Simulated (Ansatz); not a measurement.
Base system: Cu in the fcc (Cu type) structure (space group Fm-3m, No. 225).

```
Cu
1.0
    0.00000     1.78189     1.78189
    1.78189     0.00000     1.78189
    1.78189     1.78189     0.00000
Cu
1
Direct
  0.00000   0.00000   0.00000
```

Cartesian axes are those of the cell as printed.

Method: PBEsol, PAW, 420 eV (Ansatz, a program for electronic structure; no SOC).

Before the change:

The pressure is 0.0 GPa and the shortest interatomic distance is 2.520 Å.

It is then changed as follows: tensor shear ε_xz = −1.44 % (engineering shear γ = -0.0288); the atoms relax in the strained cell.

Question: What happens to the energy relative to the base, pressure and shortest interatomic distance?

Answer: The energy goes up by 3.0 meV/atom; the pressure (mean of the normal stresses, compression positive) stays essentially unchanged (0.0 GPa against 0.1 GPa); the shortest interatomic distance shrinks by 0.036 Å to 2.484 Å.

Without a gap, meshes like the base's 22×22×22 leave anisotropic stresses uncertain by several tenths of a GPa, and small strain energies with them. Stability against distortions was not tested. The final runs are not spin-polarised.
